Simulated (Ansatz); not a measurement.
Functionals compared on the (221) surface of alpha gallium in its 1x1 cell, outermost plane spacing 0.23 Å in the ideal cut, in Ansatz (plane waves, PAW). The structure was relaxed with PBE; the other rows are single points on it, each with its references at the same level. Cutoff 420 eV (500 eV for r2SCAN).

Set-up: 24 atoms, 9.9 Å thick at the start (thin: gaps and levels are the slab's own); mesh 9x4x1; 0.1 eV smearing; dipole correction on; all atoms relaxed; held to the start's symmetry, so lower structures may exist; no spin, no spin-orbit, no U. These notes are the PBE run's.

```
functional  surface energy (J/m²)  work function of the top face (eV)          rough cost of the single point
----------  ---------------------  ----------------------------------  --------------------------------------
PBE                          0.62                                4.11                                       –
LDA                          0.84                                4.38                 roughly 11 core-minutes
PBEsol                       0.78                                4.19  about 11 core-minutes (a rough figure)
RPBE                          ___                                 ___                 roughly 12 core-minutes
r2SCAN                       0.77                                4.26  about 20 core-minutes (a rough figure)
```

### Question
Complete the blanks.

### Answer

- RPBE, surface energy (J/m²): 0.51
- RPBE, work function of the top face (eV): 4.00

Ansatz is a first-principles code.
